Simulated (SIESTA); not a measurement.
# Input and output of a self-consistent single point for WS2 (P-6m2, 3 atoms in the cell) (SIESTA)

Computed with LDA PW92, numerical atomic orbitals TZP, PseudoDojo LDA standard norm-conserving potentials (rewritten from UPF to PSML) (SIESTA).

Input as run:

```
# files in the folder: W.psml S.psml (PseudoDojo LDA standard)
SystemName  WS2
SystemLabel siesta

NumberOfAtoms                3
NumberOfSpecies              2
%block ChemicalSpeciesLabel
  1 74 W
  2 16 S
%endblock ChemicalSpeciesLabel
LatticeConstant              1.0 Bohr
%block LatticeVectors
     5.985900252    0.000000000    0.000000000
    -2.992950126    5.183942059    0.000000000
     0.000000000    0.000000000   31.871793895
%endblock LatticeVectors
AtomicCoordinatesFormat      Fractional
%block AtomicCoordinatesAndAtomicSpecies
     0.000000000    0.000000000    0.000000000  1
     0.333333000    0.666667000    0.908000000  2
     0.333333000    0.666667000    0.092000000  2
%endblock AtomicCoordinatesAndAtomicSpecies

XC.functional                LDA
XC.authors                   PW92
PAO.BasisSize                TZP
PAO.EnergyShift              0.01 Ry
MeshCutoff                   400 Ry
%block kgrid.MonkhorstPack
    9   0   0  0.0
    0   9   0  0.0
    0   0   2  0.0
%endblock kgrid.MonkhorstPack
OccupationFunction           FD
ElectronicTemperature        10 K

MaxSCFIterations             150
SCF.Mixer.Method             Broyden
SCF.Mixer.Weight             0.25
SCF.Mixer.History            8
SCF.DM.Tolerance             1.0E-04
Diag.ParallelOverK           true
WriteForces                  true
```

Output, abridged:

```
reinit: Reading from file input.fdf

reinit: System Name: WS2
reinit: System Label: siesta

coor:   Atomic-coordinates input format  =     Fractional

siesta: Atomic coordinates (Bohr) and species
siesta:      0.00000   0.00000   0.00000  1        1
siesta:     -0.00000   3.45596  28.93959  2        2
siesta:     -0.00000   3.45596   2.93221  2        3

siesta: System type = bulk

initatomlists: Number of atoms, orbitals, and projectors:      3    59    68

siesta: ******************** Simulation parameters ****************************
redata: Spin configuration                          = none
redata: Time-Reversal Symmetry                      = T
redata: Number of Atomic Species                    =        2
redata: Mesh Cutoff                                 =   400.0000 Ry
redata: Net charge of the system                    =     0.0000 |e|
redata: Min. number of SCF Iter                     =        0
redata: Max. number of SCF Iter                     =      150
redata: SCF convergence failure will abort job
redata: SCF mix quantity                            = Hamiltonian
redata: Mix DM or H after convergence               =   F
redata: Recompute H after scf cycle                 =   F
redata: Mix DM in first SCF step                    =   T
redata: No kicks to SCF
redata: DM Mixing Weight for Kicks                  =     0.5000
redata: Require Harris convergence for SCF          =   F
redata: Harris energy tolerance for SCF             =     0.000100 eV
redata: Require DM convergence for SCF              =   T
redata: DM tolerance for SCF                        =     0.000100
redata: Require EDM convergence for SCF             =   F
redata: EDM tolerance for SCF                       =     0.001000 eV
redata: Require H convergence for SCF               =   T
redata: Hamiltonian tolerance for SCF               =     0.001000 eV
redata: Require (free) Energy convergence for SCF   =   F
redata: (free) Energy tolerance for SCF             =     0.000100 eV
redata: Using DFT-D3 dispersion                     =   F
redata: Using Saved Data (generic)                  =   F
redata: Method of Calculation                       = Diagonalization
redata: Electronic Temperature                      =    10.0000 K
redata: Number of TDED substeps                     =        3
redata: Dynamics option                             = Single-point calculation
redata: Save all siesta data in one NC              =   F
redata: ***********************************************************************

%block SCF.Mixers
  Broyden
%endblock SCF.Mixers

%block SCF.Mixer.Broyden
  # Mixing method
  method broyden

  # Mixing options
  weight 0.2500
  weight.linear 0.2500
  weight.prime 0.2500
  history 8
%endblock SCF.Mixer.Broyden

DM_history_depth set to one: no extrapolation allowed by default for geometry relaxation
Size of DM history Fstack: 1
Total number of electrons:    26.000000
Total ionic charge:    26.000000

* ProcessorY, Blocksize:    1  60

* Orbital distribution balance (max,min):    59    59

k-point displ. along   3 input, could be:     0.00    0.50
 Kpoints in:           90 . Kpoints trimmed:           86

siesta: k-grid: Number of k-points = 86
siesta: k-points from Monkhorst-Pack grid
siesta: k-cutoff (effective) =    14.254 Ang
siesta: k-point supercell and displacements
siesta: k-grid:     9     0     0      0.000
siesta: k-grid:     0     9     0      0.000
siesta: k-grid:     0     0     2      0.000

diag: Algorithm                                     = D&C
diag: Parallel over k                               =   F
diag: Use parallel 2D distribution                  =   F
diag: Parallel block-size                           = 60
diag: Parallel distribution                         =     1 x     1
diag: Used triangular part                          = Lower
diag: Absolute tolerance                            =  0.100E-15
diag: Orthogonalization factor                      =  0.100E-05
diag: Memory factor                                 =  1.0000

superc: Internal auxiliary supercell:     5 x     7 x     3  =     105
superc: Number of atoms, orbitals, and projectors:    315   6195   7140

                        Single-point calculation

superc: Internal auxiliary supercell:     5 x     7 x     3  =     105
superc: Number of atoms, orbitals, and projectors:    315   6195   7140

outcell: Unit cell vectors (Ang):
        3.167602    0.000000    0.000000
       -1.583801    2.743224    0.000000
        0.000000    0.000000   16.865827

outcell: Cell vector modules (Ang)   :    3.167602    3.167602   16.865827
outcell: Cell angles (23,13,12) (deg):     90.0000     90.0000    120.0000
outcell: Cell volume (Ang**3)        :    146.5546
new_DM -- step:     1
Initializing Density Matrix...

Attempting to read DM from file... Failed...
DM filled with atomic data:

InitMesh: MESH = 36 x 36 x 216 = 279936
InitMesh: Mesh cutoff (required, used) =   400.000   453.309 Ry

stepf: Fermi-Dirac step function

        iscf     Eharris(eV)        E_KS(eV)     FreeEng(eV)     dDmax    Ef(eV) dHmax(eV)
   scf:    1    -2644.357532    -2661.552878    -2661.552878  1.797231 -1.833486 20.214044
   scf:    2    -2665.036757    -2668.033520    -2668.033520  0.281540 -4.302891  4.709976
   scf:    3    -2668.926060    -2668.754663    -2668.754663  0.102157 -3.656766  1.225771
   scf:    4    -2668.864254    -2668.829686    -2668.829686  0.049880 -4.103783  0.180715
   scf:    5    -2668.695266    -2668.791540    -2668.791540  0.016862 -4.002501  1.434098
   scf:    6    -2668.848902    -2668.836517    -2668.836517  0.015778 -4.218025  0.067445
   scf:    7    -2668.835687    -2668.836171    -2668.836171  0.001463 -4.209861  0.147363
   scf:    8    -2668.836782    -2668.836615    -2668.836615  0.001182 -4.231747  0.017346
   scf:    9    -2668.836619    -2668.836620    -2668.836620  0.000235 -4.235523  0.004358
   scf:   10    -2668.836621    -2668.836621    -2668.836621  0.000067 -4.234982  0.000623

SCF Convergence by DM+H criterion
max |DM_out - DM_in|         :     0.0000673534
max |H_out - H_in|      (eV) :     0.0006233405
SCF cycle converged after 10 iterations

Using DM_out to compute the final energy and forces

siesta: E_KS(eV) =            -2668.8366

siesta: E_KS - E_eggbox =     -2668.8366

siesta: Atomic forces (eV/Ang):
     1   -0.000035    0.000020    0.000000
     2    0.000018   -0.000010   -0.001801
     3    0.000018   -0.000010    0.001801
   Tot    0.000000   -0.000000    0.000000
   Max    0.001801
   Res    0.000849    sqrt( Sum f_i^2 / 3N )
   Max    0.001801    constrained

Stress tensor Voigt[x,y,z,yz,xz,xy] (kbar):       18.35       18.35       -0.03       -0.00        0.00        0.00
(Free)E + p*V (eV/cell)    -2669.9549
Target enthalpy (eV/cell)    -2668.8366

siesta: Program's energy decomposition (eV):
siesta: Ebs     =      -604.628218
siesta: Eions   =      4881.767048
siesta: Ena     =      1591.365254
siesta: Ekin    =       766.989857
siesta: Enl     =       428.546525
siesta: Eso     =         0.000000
siesta: Edftu   =         0.000000
siesta: DEna    =        46.671605
siesta: DUscf   =         1.035702
siesta: DUext   =         0.000000
siesta: Ex      =      -560.208308
siesta: Ec      =       -61.470209
siesta: Exc     =      -621.678517
siesta: Eharris =     -2668.836621
siesta: Etot    =     -2668.836621
siesta: FreeEng =     -2668.836621

siesta: Stress tensor (static) (eV/Ang**3):
siesta:     0.011455    0.000000    0.000000
siesta:     0.000000    0.011455   -0.000000
siesta:     0.000000   -0.000000   -0.000019

siesta: Cell volume =        146.554623 Ang**3

siesta: Pressure (static):
siesta:                Solid            Molecule  Units
siesta:          -0.00008311         -0.00008249  Ry/Bohr**3
siesta:          -0.00763048         -0.00757404  eV/Ang**3
siesta:         -12.22538061        -12.13494402  kBar
```

The run converged in 10 iterations.

The starting cell comes from a database of computed structures (which also holds hypothetical and non-ambient phases and stackings), without a prior relaxation at this level. Its lattice was rescaled by up to half a per cent. Values carry the incompleteness of an atom-centred basis.
